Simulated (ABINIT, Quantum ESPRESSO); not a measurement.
An ABINIT input for a self-consistent single point of CuZn (Pm-3m, 2 atoms in the cell) (DFT, PBE, plane waves, PAW (JTH v2.0 PBE PAW)):

```
# CuZn, JTH v2.0 PBE PAW
pp_dirpath "./"
pseudos "Zn.GGA_PBE-JTH.xml, Cu.GGA_PBE-JTH.xml"
acell 5.5746920676 5.5746920676 5.5746920676
rprim
         1.0000000000    0.0000000000    0.0000000000
         0.0000000000    1.0000000000    0.0000000000
         0.0000000000    0.0000000000    1.0000000000
natom 2
ntypat 2
znucl 30 29
typat 1 2
xcart
         2.7873460338    2.7873460338    2.7873460338
         0.0000000000    0.0000000000    0.0000000000
ecut 30
pawecutdg 60
pawxcdev 0
occopt 7
tsmear 0.272 eV
nband 22
kptopt 1
ngkpt 15 15 15
nshiftk 1
shiftk 0 0 0
nstep 60
tolvrs 1.0e-10
prtwf 0
prtden 0
prtvol 1
enunit 2
```

Q: Give the Quantum ESPRESSO input for the same structure, mesh, smearing and functional.

A: One input that does it (others would too):

```fortran
&control
    calculation = 'scf'
    outdir = './tmp'
    pseudo_dir = './'
    tprnfor = .true.
    tstress = .true.
/
&system
    ibrav = 0
    nat = 2
    ntyp = 2
    ecutwfc = 50
    ecutrho = 300
    occupations = 'smearing'
    smearing = 'gauss'
    degauss = 0.019992
/
&electrons
    conv_thr = 1.0d-9
    mixing_beta = 0.4
/
ATOMIC_SPECIES
Zn    65.3800  Zn.pbe-dn-kjpaw_psl.1.0.0.UPF
Cu    63.5460  Cu.pbe-dn-kjpaw_psl.1.0.0.UPF
ATOMIC_POSITIONS angstrom
Zn    1.47500000    1.47500000    1.47500000
Cu    0.00000000    0.00000000    0.00000000
K_POINTS automatic
15 15 15  0 0 0
CELL_PARAMETERS angstrom
   2.95000000     0.00000000     0.00000000
   0.00000000     2.95000000     0.00000000
   0.00000000     0.00000000     2.95000000
```

Basis, cutoffs, solver keys and any potentials are the target program's own. This input uses DFT, PBE, plane waves, PSlibrary PAW (PBE) pseudopotentials. Both were run: pressure 1.28 GPa in ABINIT and -0.23 in Quantum ESPRESSO.

On ABINIT: the starting cell has typed, rounded lattice constants, without a prior relaxation at this level. Spin polarisation is off.

On Quantum ESPRESSO: the starting cell has typed, rounded lattice constants, without a prior relaxation at this level. Spin polarisation is off.
